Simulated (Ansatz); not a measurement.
The parent structure is C in the diamond structure (space group Fd-3m, No. 227).

```yaml
crystal:
  lattice:
    - [0.00000, 1.77690, 1.77690]
    - [1.77690, 0.00000, 1.77690]
    - [1.77690, 1.77690, 0.00000]
  atoms:
    - { symbol: C, position: [0.00000, 0.00000, 0.00000] }
    - { symbol: C, position: [0.25000, 0.25000, 0.25000] }
```

Cartesian axes are those of the cell as printed.

Calculations: plane-wave PAW DFT at the PBEsol level (Ansatz, a quantum-chemistry and plane-wave program, 420 eV), no SOC.

Strains are applied to the cell and any free atomic positions relax.

One change was made to it. Results:

```csv
quantity,base,after
"valence-band top at Γ (three highest levels, from the VBM)","0.00, 0.00, 0.00 eV","0.00, -0.15, -0.15 eV"
band gap,4.03 eV,3.79 eV
```

Problem. Which of these changes matches the shifts?
A. uniaxial strain ε_zz = +3.00 %
B. uniaxial strain ε_zz = −1.00 %
C. uniaxial strain ε_zz = +1.00 %
D. uniaxial strain ε_zz = −3.00 %
E. uniaxial strain ε_zz = +2.00 %

Solution. B, uniaxial strain ε_zz = −1.00 %. For comparison, the band gap in the other runs: uniaxial strain ε_zz = +3.00 % gives 3.59 eV; uniaxial strain ε_zz = +1.00 % gives 3.88 eV; uniaxial strain ε_zz = −3.00 % gives 3.30 eV; uniaxial strain ε_zz = +2.00 % gives 3.74 eV.

Stability against distortions was not tested.
